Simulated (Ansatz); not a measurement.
Consider the following.

End structure of the (10-13) surface of hcp Zn in its 1x1 cell, outermost plane spacing 0.23 Å in the ideal cut:

```yaml
crystal:
  lattice:
    - [2.63848, 0.00000, 0.00000]
    - [-1.31924, 8.52929, 0.00000]
    - [0.00000, 0.00000, 26.00000]
  atoms:
    - { symbol: Zn, position: [0.27305, 0.54616, 0.30941] }
    - { symbol: Zn, position: [0.51901, 0.03810, 0.34858] }
    - { symbol: Zn, position: [0.66992, 0.33993, 0.36441] }
    - { symbol: Zn, position: [0.88748, 0.77483, 0.35435] }
    - { symbol: Zn, position: [0.07843, 0.15721, 0.43708] }
    - { symbol: Zn, position: [0.28388, 0.56801, 0.42235] }
    - { symbol: Zn, position: [0.44485, 0.88945, 0.44923] }
    - { symbol: Zn, position: [0.68808, 0.37687, 0.49086] }
    - { symbol: Zn, position: [0.84302, 0.68534, 0.50914] }
    - { symbol: Zn, position: [0.08625, 0.17275, 0.55077] }
    - { symbol: Zn, position: [0.24722, 0.49420, 0.57765] }
    - { symbol: Zn, position: [0.45267, 0.90499, 0.56292] }
    - { symbol: Zn, position: [0.64362, 0.28738, 0.64565] }
    - { symbol: Zn, position: [0.86119, 0.72228, 0.63559] }
    - { symbol: Zn, position: [0.01209, 0.02411, 0.65142] }
    - { symbol: Zn, position: [0.25805, 0.51604, 0.69059] }
```

Model: 16-atom slab, 9.7 Å thick at the start (thin: gaps and levels are the slab's own), 14x5x1 mesh, Fermi-Dirac 0.1 eV, dipole correction, all atoms relaxed; held to the part of the start's symmetry that mesh and held atoms allow; no spin, no spin-orbit, no U.

Problem. Predict the work function of the top face from PBE in Ansatz (an electronic-structure program).

Solution. 4.13 eV

Problem. What surface energy (mean of both faces) does PBE give?

Solution. 39 meV/Å²
